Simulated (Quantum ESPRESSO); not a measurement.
Checking a run of Quantum ESPRESSO on Ti₃PdO (I4/mcm, 10 atoms in the cell). The aim is a self-consistent single point with DFT, PBEsol, plane waves, GBRV 1.5 ultrasoft (PBESOL) pseudopotentials.

Cell that was meant: a = 5.8227 Å, b = 5.8227 Å, c = 5.8227 Å, α = 122.00°, β = 122.00°, γ = 86.57°.

Part of the input:

```fortran
Ti    47.8670  ti_pbesol_v1.4.uspp.F.UPF
Pd   106.4200  pd_pbesol_v1.4.uspp.F.UPF
O     15.9990  o_pbesol_v1.2.uspp.F.UPF
ATOMIC_POSITIONS {angstrom}
Ti    0.201607906    0.701611998    0.903219566
Ti    0.798388987    0.298390541    0.096779429
Ti    0.701609175    0.798391810    0.499999497
Ti    0.298387718    0.201610729    0.499999497
Ti    0.249999223    0.249999223    0.000004239
Ti    0.750000492    0.750000492    0.000000000
Pd    0.750000492    0.250002046    0.499999497
Pd    0.250002046    0.750000492    0.499999497
O     0.500001269    0.500001269   -0.000004239
O     0.000000000    0.000000000    0.000000000
K_POINTS {automatic}
5 5 5  0 0 0
```

Output, abridged:

```
     G-vector sticks info
     --------------------
     sticks:   dense  smooth     PW     G-vecs:    dense   smooth      PW
   [... lines left out ...]
        k(    1) = (   0.0000000   0.0000000   0.0000000), wk =   0.0080000
        k(    2) = (   0.2062616   0.2062616   0.0000000), wk =   0.0160000
        k(    3) = (   0.4125233   0.4125233   0.0000000), wk =   0.0160000
   [... 60 lines left out ...]

     Dense  grid:   123123 G-vectors     FFT dimensions: (  72,  72,  72)

     Smooth grid:    43405 G-vectors     FFT dimensions: (  50,  50,  50)

     Initial potential from superposition of free atoms

     starting charge     108.9997, renormalised to     116.0000
     Self-consistent Calculation

     iteration #  1     ecut=    50.00 Ry     beta= 0.20

     total energy              =    1107.36975023 Ry
     estimated scf accuracy    <     285.41671929 Ry

     total magnetization       =     0.00 Bohr mag/cell
     absolute magnetization    =     0.04 Bohr mag/cell

     iteration #  2     ecut=    50.00 Ry     beta= 0.20

     negative rho (up, down):  5.989E-06 1.060E-05

     total energy              =    1173.04298445 Ry
     estimated scf accuracy    <     108.02911970 Ry

     total magnetization       =    -0.00 Bohr mag/cell
   [... lines left out ...]
     atom   1 (R=0.025)  charge=  0.4922  magn= -0.0000
     atom   2 (R=0.025)  charge=  0.9117  magn=  0.0000
     atom   3 (R=0.025)  charge=  0.6688  magn=  0.0000
     atom   4 (R=0.025)  charge=  0.6893  magn=  0.0000
     atom   5 (R=0.025)  charge=  0.9653  magn=  0.0000
     atom   6 (R=0.025)  charge=  0.7397  magn=  0.0000
     atom   7 (R=0.029)  charge=  0.7437  magn= -0.0000
     atom   8 (R=0.029)  charge=  0.7261  magn=  0.0000
     atom   9 (R=0.025)  charge=  1.2226  magn=  0.0000
     atom  10 (R=0.025)  charge=  0.7501  magn=  0.0000
     End of self-consistent calculation

     Number of k-points >= 100: set verbosity='high' to print the bands.

     the Fermi energy is    11.0878 ev

!    total energy              =    1142.27474233 Ry
     estimated scf accuracy    <          2.9E-11 Ry
     smearing contrib. (-TS)   =       0.00014838 Ry
     internal energy E=F+TS    =    1142.27459396 Ry

     total magnetization       =    -0.00 Bohr mag/cell
     absolute magnetization    =     0.00 Bohr mag/cell

     convergence has been achieved in  29 iterations

     negative rho (up, down):  6.185E-06 6.185E-06

     Forces acting on atoms (cartesian axes, Ry/au):

     atom    1 type  1   force =  -230.44072837   47.14940731  766.08126939
   [... lines left out ...]
     Total force =  2610.775779     Total SCF correction =     0.000024
   [... lines left out ...]

     negative rho (up, down):  6.185E-06 6.185E-06
          total   stress  (Ry/bohr**3)                   (kbar)     P=   333787.92
   2.28906152   0.14876730  -0.26300491       336732.58    21884.42   -38689.36
   0.14876730   2.09402095   0.03212940        21884.42   308041.12     4726.40
  -0.26300491   0.03212940   2.42405006       -38689.36     4726.40   356590.07

   JOB DONE.
```

**Question.** Is anything amiss in this input, and did it matter?

**Answer.** The run is not sound. The fault is this: crystal numbers under an angstrom card. The same three numbers mean different points as fractional and as Cartesian coordinates. To fix it, make label and numbers agree, by changing either. The run converged in 29 iterations without an error; against the sound input the free energy goes up by 3160 eV/atom, the pressure goes from -2.61 to 33380 GPa and the largest force goes from 0.115 to 32300 eV/Å. The full log also holds: “WARNING: integrated charge=   116.00052672, expected=   116.00000000” and “WARNING: integrated charge=   116.00043954, expected=   116.00000000”.

The sound input it was made from differs as follows (other fixes are possible):
```diff
-ATOMIC_POSITIONS {angstrom}
-Ti    0.201607906    0.701611998    0.903219566
-Ti    0.798388987    0.298390541    0.096779429
-Ti    0.701609175    0.798391810    0.499999497
-Ti    0.298387718    0.201610729    0.499999497
-Ti    0.249999223    0.249999223    0.000004239
-Ti    0.750000492    0.750000492    0.000000000
-Pd    0.750000492    0.250002046    0.499999497
-Pd    0.250002046    0.750000492    0.499999497
-O     0.500001269    0.500001269   -0.000004239
+ATOMIC_POSITIONS {crystal}
+Ti    0.201610000    0.701610000    0.903220000
+Ti    0.798390000    0.298390000    0.096780000
+Ti    0.701610000    0.798390000    0.500000000
+Ti    0.298390000    0.201610000    0.500000000
+Ti    0.250000000    0.250000000    0.000000000
+Ti    0.750000000    0.750000000    0.000000000
+Pd    0.750000000    0.250000000    0.500000000
+Pd    0.250000000    0.750000000    0.500000000
+O     0.500000000    0.500000000    0.000000000
```

With that input, the run converged in 29 iterations: free energy E − TS -16018.5926 eV; Fermi level (on the code's own zero) 15.97 eV; pressure -2.61 GPa; largest force (vector length) 0.115 eV/Å; size of the cell's spin moment 0.00 μB (DFT, PBEsol, plane waves, GBRV 1.5 ultrasoft (PBESOL) pseudopotentials).

On the sound input: the starting cell comes from a database of computed structures (which also holds hypothetical and non-ambient phases and stackings), without a prior relaxation at this level. Its lattice was rescaled by a random factor within 2.5 % of one. The starting moments vanished: the run ended non-magnetic.
